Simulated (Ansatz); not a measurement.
Consider CoSi2 (space group Fm-3m, No. 225; a = 5.315 Å; not spin-polarised; relaxed with 0.1 eV smearing). Axes: x, y, z lie along the cube axes.

Calculations: Kohn–Sham DFT with the r2SCAN functional, run in Ansatz (an electronic-structure program) with PAW and 500 eV plane waves, no SOC, earlier PAW set.

It is then changed as follows: an isotropic linear strain of −2.32 %, atoms relaxed at fixed cell.

Q: Predict the stress tensor and what it implies for the stiffness.

A: Stress of the strained cell less that of the base (GPa, compression positive):
```
   16.2     0.0     0.0
    0.0    16.2     0.0
    0.0     0.0    16.2
```

Then B = −ΔP/(ΔV/V₀) with ΔV/V₀ = -0.0680 gives secant stiffness values (nonlinear terms included at this strain): B ≈ 239 GPa.

As a check, the harmonic strain energy −½ V₀ Δσ:ε is 44 meV/atom; the computed energy rise is 40 meV/atom.

Stability against distortions was not tested. All final runs are without spin polarisation.
